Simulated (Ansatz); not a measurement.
Base system: Al in the fcc (Cu type) structure (space group Fm-3m, No. 225; relaxed with 0.1 eV smearing).

```xyz
1
Lattice="0.0000 1.9919 1.9919 1.9919 0.0000 1.9919 1.9919 1.9919 0.0000" Properties=species:S:1:pos:R:3 pbc="T T T"
Al     0.0000     0.0000     0.0000
```

Cartesian axes are those of the cell as printed.

Calculations: LDA (Ansatz, a first-principles code, PAW, scalar-relativistic without spin-orbit coupling).

Now apply this change: uniaxial strain ε_zz = +2.00 %, all other strain components held at zero, atoms relaxed at fixed cell.

Problem. Predict the stress tensor and what it implies for the stiffness.

Solution. Stress of the strained cell less that of the base (GPa, compression positive):
```
   -1.3     0.0     0.0
    0.0    -1.3     0.0
    0.0     0.0    -2.1
```

Then −Δσ_ii/ε with ε = 0.0200 gives secant stiffness values (nonlinear terms included at this strain): C33 ≈ 106 GPa, C13 ≈ 64 GPa and C23 ≈ 64 GPa.

Whether these cells are dynamically stable was not tested.
